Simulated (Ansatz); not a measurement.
Base system: GaCuSe$_{2}$ in the chalcopyrite structure (space group I-42d, No. 122).

```yaml
crystal:
  lattice:
    - [-2.78502, 2.78502, 5.53739]
    - [2.78502, -2.78502, 5.53739]
    - [2.78502, 2.78502, -5.53739]
  atoms:
    - { symbol: Ga, position: [0.50000, 0.50000, 0.00000] }
    - { symbol: Ga, position: [0.25000, 0.75000, 0.50000] }
    - { symbol: Cu, position: [0.00000, 0.00000, 0.00000] }
    - { symbol: Cu, position: [0.75000, 0.25000, 0.50000] }
    - { symbol: Se, position: [0.87500, 0.88320, 0.50820] }
    - { symbol: Se, position: [0.11680, 0.62500, 0.99180] }
    - { symbol: Se, position: [0.37500, 0.36680, 0.49180] }
    - { symbol: Se, position: [0.63320, 0.12500, 0.00820] }
```

Cartesian axes are those of the cell as printed.

Calculations: Kohn–Sham DFT with the PBEsol functional, run in Ansatz (an electronic-structure program) with PAW and 420 eV plane waves, spin-orbit coupling left out.

Strains are applied to the cell and any free atomic positions relax.

One change was made to it. Results:

```tsv
quantity	base	after
pressure (mean of the normal stresses, compression positive)	0.00 GPa	0.54 GPa
band gap	0.12 eV	0.16 eV
energy relative to the base (free energy F)	0 meV/atom	+0.4 meV/atom
```

Problem. Name the change that was made.
A. uniaxial strain ε_xx = −0.75 %
B. uniaxial strain ε_xx = −1.50 %
C. uniaxial strain ε_xx = −3.00 %

Solution. A, uniaxial strain ε_xx = −0.75 %. For comparison, the pressure in the other runs: uniaxial strain ε_xx = −1.50 % gives 1.10 GPa; uniaxial strain ε_xx = −3.00 % gives 2.30 GPa.

No phonon test of stability was made. The final runs are not spin-polarised. A zero or small gap of GaCuSe2 can be the functional's error rather than a property of the material.
